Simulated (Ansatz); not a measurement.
Where the default PAW files enter, the runs use the earlier of Ansatz's two default sets.

Inside the gap of an insulator the Bloch states are evanescent, with a wavenumber k + iκ along the transport direction.

Input:

```yaml
crystal:
  lattice:
    - [4.23317, 0.00000, 0.00000]
    - [0.00000, 4.23317, 0.00000]
    - [0.00000, 0.00000, 2.69349]
  atoms:
    - { symbol: Si, position: [0.50000, 0.50000, 0.50000] }
    - { symbol: Si, position: [0.00000, 0.00000, 0.00000] }
    - { symbol: O, position: [0.30684, 0.30684, 0.00000] }
    - { symbol: O, position: [0.69316, 0.69316, 0.00000] }
    - { symbol: O, position: [0.19316, 0.80684, 0.50000] }
    - { symbol: O, position: [0.80684, 0.19316, 0.50000] }
```

Space group of this cell: P4_2/mnm, rutile. The cell is taken as given; by r2SCAN its mean pressure is -9.7 GPa.

Transport runs along the normal of the first two printed cell vectors, the (001) plane of the conventional cell.

The gap is the functional's own, uncorrected, and κ follows it; spin-orbit coupling is left out. Mid-gap values are interpolated between the computed energies.

Question: Give the band gap and the smallest decay constant κ at mid-gap that r2SCAN (Ansatz, an electronic-structure program) yields.

Answer: Gap 5.97 eV on a 8×8×12 mesh; κ = 0.402 1/Å, at the zone centre.
